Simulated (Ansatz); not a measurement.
```
CuSn
1.0
    4.12022     0.00000     0.00000
   -2.06011     3.56821     0.00000
    0.00000     0.00000     4.97394
Cu Sn
2 2
Direct
  0.00000   0.00000   0.00000
  0.00000   0.00000   0.50000
  0.33333   0.66667   0.25000
  0.66667   0.33333   0.75000
```

CuSn (P6_3/mmc), PBEsol, DFPT electron-phonon coupling, linearised Boltzmann equation (plane waves, PAW, scalar-relativistic; Ansatz, a quantum-chemistry and plane-wave program): the phonon-limited resistivity at 300 K is 5.07 μΩ·cm (x, the basal plane), 5.07 μΩ·cm (y, the basal plane), 6.84 μΩ·cm (z, c). Third figures are kept for the arithmetic.

### Question
Bound the resistivity of a random, dense polycrystal without boundary scattering, and give the anisotropy.

### Answer
Largest over smallest: 1.35. Upper bound, grains in series: (5.07 + 5.07 + 6.84)/3 = 5.7 μΩ·cm. Lower bound, grains side by side: 3/Σ(1/ρ) = 5.5 μΩ·cm. The best single-crystal direction lies 9 % under the lower bound.

### Question
The current-weighted mean free path is 17.4 nm along x and 16.4 nm along z. How does ρ₀ℓ differ between these directions?

### Answer
x: 5.07 × 17.4 = 8.8×10⁻¹⁶ Ω·m²; z: 6.84 × 16.4 = 11.2×10⁻¹⁶ Ω·m², a ratio of 1.27. The size effect in a wire also hangs on the velocities towards its walls, so the isotropic formulas don't carry over to this crystal.

A metal at this level (no band gap). Only scattering by harmonic phonons is included (no impurities, grain boundaries, electron-electron scattering or thermal expansion). Spin-orbit coupling is left out. The run warned that the eigensolver left some states short of its tolerance. Halving the electron mesh (24x24x16) moves the resistivity by up to 8 % at 300 K, the mean free path by up to 6 %. Smearing 0.20 eV; phonons on a 4x4x3 q mesh, which this run doesn't test.

Formula and space group known from diffraction (Crystallography Open Database), not checked to be the room-temperature form: CuSn (P6_3/mmc).
